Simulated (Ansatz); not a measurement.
Reference: C3N4 (R3m), PBEsol+D3BJ, rigid bands (plane waves, PAW, scalar-relativistic; Ansatz, a first-principles code); axes and stresses refer to this cell.

```yaml
crystal:
  lattice:
    - [2.37613, 1.37186, 3.11969]
    - [-2.37613, 1.37186, 3.11969]
    - [0.00000, -2.74372, 3.11969]
  atoms:
    - { symbol: C, position: [0.49058, 0.49058, 0.01835] }
    - { symbol: C, position: [0.01835, 0.49058, 0.49058] }
    - { symbol: C, position: [0.49058, 0.01835, 0.49058] }
    - { symbol: N, position: [0.66065, 0.16965, 0.16965] }
    - { symbol: N, position: [0.16965, 0.66065, 0.16965] }
    - { symbol: N, position: [0.16965, 0.16965, 0.66065] }
    - { symbol: N, position: [0.66556, 0.66556, 0.66556] }
```

- electron mass along x: 0.68 mₑ
- Seebeck coefficient, n-type 1e19 cm⁻³: -356 μV/K
- electron conductivity mass: 0.85 mₑ

**Question.** Change: functional r2SCAN on the same cell. What happens to electron mass along x, Seebeck coefficient, n-type 1e19 cm⁻³, electron conductivity mass?

**Answer.** electron mass along x falls to 0.65 mₑ; Seebeck coefficient, n-type 1e19 cm⁻³ moves little, to -350 μV/K; electron conductivity mass decreases to 0.81 mₑ.

Masses are for dilute carriers at 300 K, harmonic means over directions unless an axis is named. Seebeck coefficients are for the stated density at 300 K, with one relaxation time for all states and whether or not that doping can be reached. Spin-orbit coupling is left out unless a row names it. 

Computed structure with no diffraction record at hand here (it may be known, metastable or hypothetical): C3N4 (R3m). PBEsol with a dispersion correction tends to overbind, so the cell can be several per cent short, in bad cases over ten, which usually narrows a gap: C3N4 (R3m).
